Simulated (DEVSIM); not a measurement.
System: abrupt Si n-p junction, at 400 K.

```csv
layer (left to right),material,thickness (μm),Nd (cm⁻³),Na (cm⁻³),τn (s),τp (s)
1,Si,0.510,1e15,-,0.00072,0.00072
2,Si,2.10,-,1.4e15,0.00072,0.00072
```

Left contact: ohmic. Right contact: ohmic. Voltage is applied to the left contact. Recombination: SRH at mid-gap, radiative, Auger. Mobility is constant in doping.

This is a model device: material constants are rounded textbook-type values typed into the input, and sizes, dopings and lifetimes were drawn at random. Values at 300 K; Nc and Nv go as T^1.5, mobilities as T to minus their exponent, the gap by Varshni's rule with the affinity fixed.

```
parameter               Si
----------------  --------
gap (eV)             1.124
affinity (eV)         4.05
permittivity          11.7
Nc (cm⁻³)          2.86e19
Nv (cm⁻³)           3.1e19
μn (cm²/Vs)           1417
μp (cm²/Vs)            470
T exponent of μn       2.3
T exponent of μp       2.2
B (cm³/s)          4.7e-15
Cn (cm⁶/s)         2.8e-31
Cp (cm⁶/s)         9.9e-32
Varshni α (eV/K)  0.000473
Varshni β (K)          636
```

Model (solved in DEVSIM): 1D drift-diffusion, Boltzmann statistics, complete ionisation; no tunnelling, impact ionisation, image-force lowering or self-heating.

### Question
Tabulate band edges, carrier densities and field at zero bias.

### Answer
Energies count from the Fermi level of the right contact; mesh points crowd at the junctions.

```
x (μm)   Ec (eV)  Ev (eV)  n (cm⁻³)  p (cm⁻³)  field (V/cm)
-------  -------  -------  --------  --------  ------------
0.000      0.369   -0.728    1.0e15    3.2e10          1800
0.01799    0.372   -0.725    9.1e14    3.5e10          1800
0.04815    0.377   -0.719    7.8e14    4.2e10          1900
0.09416    0.386   -0.710    5.9e14    5.4e10          2100
0.2168     0.419   -0.678    2.3e14    1.4e11          3200
0.3419     0.469   -0.627    5.4e13    6.0e11          4900
0.4204     0.513   -0.584    1.5e13    2.1e12          6100
0.4768     0.550   -0.547    5.2e12    6.1e12          7000
0.5009     0.567   -0.530    3.2e12    1.0e13          7400
0.5166     0.579   -0.518    2.3e12    1.4e13          7300
0.5379     0.594   -0.503    1.5e12    2.2e13          6900
0.5973     0.631   -0.466    5.0e11    6.5e13          5600
0.6809     0.671   -0.426    1.6e11    2.1e14          4000
0.8270     0.712   -0.385    4.8e10    6.7e14          1800
1.185      0.735   -0.361    2.4e10    1.3e15           130
1.681      0.737   -0.360    2.3e10    1.4e15           ≈ 0
2.089      0.737   -0.360    2.3e10    1.4e15           ≈ 0
2.310      0.737   -0.360    2.3e10    1.4e15           ≈ 0
2.482      0.737   -0.360    2.3e10    1.4e15           ≈ 0
2.547      0.737   -0.360    2.3e10    1.4e15           ≈ 0
2.585      0.737   -0.360    2.3e10    1.4e15           ≈ 0
2.610      0.737   -0.360    2.3e10    1.4e15           ≈ 0
```
